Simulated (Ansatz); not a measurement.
A constructed model of the (0001) surface of hcp Co, ferromagnetic, p(2x2) layer of Pb, one a cell, on the site that continues the host's stacking (bottom of the slab: a bare face, its two planes held)

Calculation: PBE (plane waves to 420 eV, PAW; Ansatz, a quantum-chemistry and plane-wave program).

Slab: 25 atoms, 12.5 Å thick at the start with caps and adatoms (thin: gaps and levels are the slab's own); k 9x9x1, smearing 0.1 eV, dipole-corrected; 8 atoms held, the rest relaxed; start symmetry kept, larger cells not searched; spin-polarised, ending with about 38.7 μB a cell; orders that need a larger cell were not tried, no spin-orbit, no U. It is one candidate, not shown to be the stable structure of the face.

- work function of the top face: 3.93 eV
- energy released by relaxation: 0.15 eV
- magnetic moment of the cell: 38.70 μB
- cost: very roughly 28 core-minutes
